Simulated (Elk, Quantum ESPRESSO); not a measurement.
Code comparison for DyZnGa (P6_3/mmc, 6 atoms in the cell)

Self-consistent single point.

```
CELL_PARAMETERS angstrom
      4.27809     0.00000     0.00000
     -2.13904     3.70493     0.00000
      0.00000     0.00000     7.11862
ATOMIC_POSITIONS crystal
  Dy 0.00000 0.00000 0.50000
  Dy 0.00000 0.00000 0.00000
  Zn 0.33333 0.66667 0.75000
  Zn 0.66667 0.33333 0.25000
  Ga 0.33333 0.66667 0.25000
  Ga 0.66667 0.33333 0.75000
```
Moments meant for the start (each program seeds them in its own way; μB, in the order of the atoms Dy Dy Zn Zn Ga Ga): 5.0 5.0 0.0 0.0 0.0 0.0.

All programs got the same cell, k-point mesh and kind of occupations, and the same starting moments (in Elk's words: spinpol = true; swidth = 0.00183747 Ha); potentials, basis and cutoffs are each program's usual ones.

```csv
code,model,size of the net moment (μB/atom),cutoff
Elk,"PBEsol, all-electron FP-LAPW, Elk's shipped species files, default APW+lo basis",1.71,rgkmax 7
Quantum ESPRESSO,"PBEsol, SSSP 1.1.2 efficiency (PBE) pseudopotentials",1.71,70 Ry
```

The spread over the programs that give each value: size of the net moment within 0.00 μB/atom.

The starting cell comes from a database of computed structures (which also holds hypothetical and non-ambient phases and stackings), without a prior relaxation at this level. Its lattice was rescaled by a random factor within 2.5 % of one. On Elk's run: Spin-orbit coupling is off. The magnetic order is the one reached from the typed start; others were not searched systematically. With U or open f shells several self-consistent states can exist. The f electrons are in the valence without U or exact exchange, which can misplace them near the Fermi level. Spin-orbit terms, which matter for f shells, are left out. Values depend on the basis (sphere radii, cutoffs, local orbitals), which need not be converged.

Why do the programs differ, and what cannot be compared?

Differences of this kind can come from the potentials, where these differ, and from what each basis and cutoff leave unconverged. The zero of total energies and Fermi levels follows the potentials and each program's conventions, so they are not compared here. Elk treats all electrons, but the usual bases taken here (sphere radii, linearisation, local orbitals, empty states) were not tested for convergence, so the values are no reference for the others. Site moments depend on each program's spheres or projections; the total moment of the cell does not.

Left out of this page: Ansatz (unsound by tests on forces, stress, charge or solver warnings); FLEUR (failed or unconverged).
